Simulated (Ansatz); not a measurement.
Consider CaO in the rock salt structure (space group Fm-3m, No. 225; a = 4.7671 Å).

Computed with PBEsol (Ansatz, a quantum-chemistry and plane-wave program), spin-orbit coupling left out.

Before the change:

| Item | Value |
|---|---|
| Gap between the host's bands | 3.54 eV |

Now apply this change: 0.271 holes added to each cell, a density of 1.0×10^22 cm⁻³, with a uniform compensating background at fixed cell and a 300 K Fermi–Dirac width.

Task: Predict the new Fermi level from band edge.

Result: The Fermi level relative to the doped band's edge (positive inside the band; to 0.05 eV) is +0.35 eV.

Task: What does the calculation give for the gap between the host's bands after the change?

Result: The gap between the host's bands grows by 0.575 eV to 4.12 eV.

Charged cell with a jellium background: band edges are those of the host's band count, energies are not comparable with the neutral cell, and many-body gap narrowing is missing. No phonon test of stability was made.
